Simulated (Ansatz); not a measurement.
ZnSe under load (space group I-4m2), Ansatz (a program for electronic structure) with r2SCAN with spin-orbit coupling, rigid bands. Condition of this run: uniaxial stress zz = -2 GPa (compression positive) (the target of the relaxation). Band gap 1.63 eV, N_c = 1.18e18 cm⁻³ and N_v = 8.63e18 cm⁻³ at 300 K, conductivity masses along x (a = (0.00, 2.80, 2.94) Å; b = (2.80, 0.00, 2.94) Å; c = (2.80, 2.80, 0.00) Å) of 0.130 mₑ (electrons) and 0.497 mₑ (holes). Take k_BT = 0.02585 eV.

What built-in voltage has an abrupt junction with N_A = 1e16 and N_D = 1e17 cm⁻³, all dopants ionised?

V_bi = E_g/e − (k_BT/e) ln(N_c N_v/(N_A N_D)) = 1.63 − 0.02585 × 9.23 = 1.39 V, for the computed gap.

What thermal injection velocity √(2k_BT/πm) limits a ballistic channel along the direction named?

1.49e7 cm/s for electrons and 7.63e6 cm/s for holes, a ratio of √(m_h/m_e) = 1.96, for dilute carriers.

Find the intrinsic carrier density and the intrinsic Fermi level.

n_i = √(N_c N_v) exp(−E_g/2k_BT) = 3.19e18 × exp(−31.53) = 6.5e4 cm⁻³. The level lies (k_BT/2) ln(N_v/N_c) = 26 meV from mid-gap (positive towards the conduction band). Each 0.1 eV added to the gap lowers n_i by a factor of 6.9.

Rigid bands with the computed gap; masses take one relaxation time for all states.
